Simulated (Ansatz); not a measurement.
**BAs (model structure, P6₂22, No. 180, 6 atoms in the cell)**

Level of theory: r²SCAN+rVV10 in Ansatz (PAW).

Settings: plane-wave cutoff 560 eV, 18×18×8 k mesh (along the axes of the cell as run), Fermi–Dirac smearing 0.05 eV, scalar-relativistic PAW data made under PBE.

Cell (relaxed at this level):

Space group P6₂22 (No. 180); a = b = 3.4400 Å, c = 7.4454 Å, α = β = 90.00°, γ = 120.00°

```
atom  site  symmetry       x       y       z
----  ----  --------  ------  ------  ------
B       3d       222  0.5000  0.0000  0.5000
As      3c       222  0.5000  0.0000  0.0000
```

| Property | Result |
|---|---|
| band gap | 0.64 eV (on the SCF k mesh) |

Note: the relaxation could raise the start's symmetry but not lower it, so the cell can be a saddle point.

Spin–orbit coupling is not included.

The computed numbers hold no vibrational or temperature effects.

Computing time: around 12 core-minutes (rough).

A model structure was made by putting elements into a prototype or built by hand; it is no filed structure, need not be a known phase, and can be a saddle point held by its symmetry.

Ansatz is a first-principles code.
